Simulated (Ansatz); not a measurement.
A working Ansatz (an electronic-structure program) input for Mn₂SnS₄ (P2/m, 7 atoms in the cell) (DFT, LDA (PW92), plane waves, default PAW files made with PBE):

Ansatz 0.2 input:
```yaml
# Mn2SnS4
crystal:
  lattice:
    - [6.06865500, 0.00000000, 0.00000000]
    - [0.00000000, 3.56206700, 0.00000000]
    - [-1.91242000, 0.00000000, 6.37920200]
  atoms:
    - { symbol: Mn, position: [0.50000000, 0.00000000, 0.50000000], spin: 4.0 }
    - { symbol: Mn, position: [0.00000000, 0.50000000, 0.50000000], spin: 4.0 }
    - { symbol: Sn, position: [0.00000000, 0.00000000, 0.00000000] }
    - { symbol: S, position: [0.22512000, 0.00000000, 0.69869000] }
    - { symbol: S, position: [0.77488000, 0.00000000, 0.30131000] }
    - { symbol: S, position: [0.25811000, 0.50000000, 0.28452000] }
    - { symbol: S, position: [0.74189000, 0.50000000, 0.71548000] }
kpoints:
  mp_grid:
    grid: [3, 5, 3]
hamiltonian:
  xc: lda
  pseudopotentials:
    kind: paw
magnetization:
  spin_polarized: true
scf:
  occupations:
    method: cold
    width: 0.272
output:
  forces: true
  eigenvalues: true
  stress: true
```

The run converged in 33 iterations: free energy E − TS (on the zero of these files) -17043.0353 eV; Fermi level (on the code's own zero) 8.74 eV; pressure -5.51 GPa; largest force (vector length) 0.501 eV/Å; size of the cell's spin moment 6.62 μB. Each of these slips is then made, one at a time:

(1)
```diff
-    - [-1.91242000, 0.00000000, 6.37920200]
+    - [6.06865500, 3.56206700, 0.00000000]
```

(2)
```diff
-# Mn2SnS4
+# Mn2SnS5
+    - { symbol: S, position: [0.77488000, 0.00000000, 0.30131000] }
```

How does each altered input end?


(1) Linearly dependent lattice vectors. The program stopped before any SCF iteration, with the message: Error: invalid value for `crystal.lattice`: the lattice is degenerate (Ω = 0 Å³): its volume is under 1e-10 Å³.

(2) One atom entered twice. The program stopped before any SCF iteration.
```
Error: atoms 4 (S) and 7 (S) coincide: fractional positions [0.77488, 0.0, 0.30131] and [0.77488, 0.0, 0.30131] are 0.00e0 Å apart, within the symmetry tolerance 1e-5 (fractional) on every axis — remove the duplicate or separate the sites (indices count the expanded atom list at the failing check: the typed cell's during the `space_group:` round-tr [...]
```

The starting cell comes from a database of computed structures (which also holds hypothetical and non-ambient phases and stackings), without a prior relaxation at this level. Its lattice was rescaled by a random factor within 2.5 % of one. The magnetic order is the one reached from the typed start; others were not searched systematically. In the base run, with a pressure of about -6 GPa the cell is away from its equilibrium volume at this level. Ansatz's pressure includes its estimate of the finite-basis (Pulay) stress. Without a gap this mesh is coarse (it stands for a supercell whose shortest vector is 18 Å).

Left out of this page: 3 runs of the series outside the window shown, repeating another row's setting, or not comparable; 1 run of the series stopped by limits of time or memory.
